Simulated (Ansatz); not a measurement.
The starting structures come from a database of crystals and need not be the phases stable at ambient conditions.

 Where the default PAW files enter, the runs use the earlier of Ansatz's two default sets.

# Evanescent states of PbS (R3m, rock salt, not sure to be the ambient phase, 2 atoms a cell, 26.1 Å³ an atom) along the normal of (110)

Calculation: r2SCAN (plane waves, PAW; Ansatz, a quantum-chemistry and plane-wave program).

The gap is the functional's own. No spin-orbit coupling. Mid-gap values are interpolated on the energy grid.

Energies count from the valence-band top; κ is the least over a 8×6 mesh across the current.

```json
[
 {"E (eV)": "0.03", "κ (1/Å)": "0.028", "where": "off Γ"},
 {"E (eV)": "0.07", "κ (1/Å)": "0.047", "where": "off Γ"},
 {"E (eV)": "0.12", "κ (1/Å)": "0.060", "where": "off Γ"},
 {"E (eV)": "0.17", "κ (1/Å)": "0.070", "where": "off Γ"},
 {"E (eV)": "0.23", "κ (1/Å)": "0.077", "where": "off Γ"},
 {"E (eV)": "0.28", "κ (1/Å)": "0.083", "where": "off Γ"},
 {"E (eV)": "0.33", "κ (1/Å)": "0.083", "where": "off Γ"},
 {"E (eV)": "0.38", "κ (1/Å)": "0.081", "where": "off Γ"},
 {"E (eV)": "0.42", "κ (1/Å)": "0.077", "where": "off Γ"},
 {"E (eV)": "0.47", "κ (1/Å)": "0.071", "where": "off Γ"},
 {"E (eV)": "0.53", "κ (1/Å)": "0.060", "where": "off Γ"},
 {"E (eV)": "0.57", "κ (1/Å)": "0.044", "where": "off Γ"}
]
```

**Question.** How thick must the barrier be to attenuate the transmission by 10^4 when the electrodes' Fermi level lies at 0.23 eV, and what attenuation does that film give at 0.42 eV?

**Answer.** d = 4 ln 10 / (2 × 0.077) = 59.8 Å. At 0.42 eV it gives 4 × 0.077/0.077 = 4.0 decades.
